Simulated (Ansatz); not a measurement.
The reference is HgSe in the zinc blende structure (space group F-43m, No. 216; a = 6.1333 Å). Axes: x, y, z lie along the cube axes.

Level of theory: PBEsol (Ansatz, a quantum-chemistry and plane-wave program), spin-orbit coupling left out.

Strains are applied to the cell and any free atomic positions relax; under biaxial strain the out-of-plane vector relaxes too; under stress the whole cell relaxes.

One change was made to it. Results:

```json
[
 {"quantity": "energy relative to the base (free energy F)", "base": "0 meV/atom", "after": "+1.0 meV/atom"},
 {"quantity": "shortest interatomic distance", "base": "5.019 bohr", "after": "5.024 bohr"},
 {"quantity": "band gap", "base": "zero", "after": "zero"}
]
```

Problem. Name the change that was made.
A. biaxial strain +2.82 %, plane normal [001], relaxed out of plane
B. uniaxial stress, 0.5 GPa tension along z
C. uniaxial strain ε_yy = −2.74 %
D. biaxial strain −4.62 %, plane normal [001], relaxed out of plane

Solution. B, uniaxial stress, 0.5 GPa tension along z. For comparison, the energy relative to the base in the other runs: biaxial strain −4.62 %, plane normal [001], relaxed out of plane gives +16 meV/atom; uniaxial strain ε_yy = −2.74 % gives +4.2 meV/atom; biaxial strain +2.82 %, plane normal [001], relaxed out of plane gives +5.1 meV/atom.

A case with no gap was solved on a k-mesh chosen for an insulator, which is coarse for it. With Hg present, leaving out spin-orbit coupling can change the band edges. Stability under load was not tested beyond the relaxation. All final runs are without spin polarisation. Gaps under 0.05 eV, about the width of the smearing, are given as zero. A zero or small gap of HgSe can be the functional's error rather than a property of the material.
